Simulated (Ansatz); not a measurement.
Functionals compared on CH3 on the 1x1 (0001) surface of hcp Ti, one in a 2x2 cell, started at the site 'hollow Ti-Ti-Ti over Ti at depth 2.2 Å', in Ansatz (plane waves, PAW). The structure was relaxed with PBE; the other rows are single points on it, each with its references at the same level. Cutoff 420 eV (500 eV for r2SCAN).

Model: 20-atom slab, 6.8 Å thick at the start under the adsorbate (thin: gaps and levels are the slab's own), 6x6x1 mesh, Fermi-Dirac 0.1 eV, dipole correction, 8 atoms held, the rest relaxed; start symmetry kept, larger cells not searched; no spin, no spin-orbit, no U, no dispersion correction. At the end it is bonded to 3 Ti. In PBE it is, or lies within 0.03 eV of, the lowest of the starts that converged. These notes are the PBE run's. Adsorption energies are against CH4(g) − ½ H2(g). A negative adsorption energy means that the adsorbate is more stable on the surface than in its reference.

```json
[
 {"functional": "PBE", "adsorption energy (eV)": "-0.27", "work function of the top face (eV)": "3.55", "change of the work function (eV)": "-0.85", "rough cost of the single point": "–"},
 {"functional": "RPBE", "adsorption energy (eV)": "-0.05", "work function of the top face (eV)": "3.44", "change of the work function (eV)": "-0.85", "rough cost of the single point": "roughly 70 core-seconds"},
 {"functional": "r2SCAN", "adsorption energy (eV)": "-0.49", "work function of the top face (eV)": "3.54", "change of the work function (eV)": "-0.98", "rough cost of the single point": "about 2.6 core-minutes (a rough figure)"}
]
```

Ansatz is an electronic-structure program.
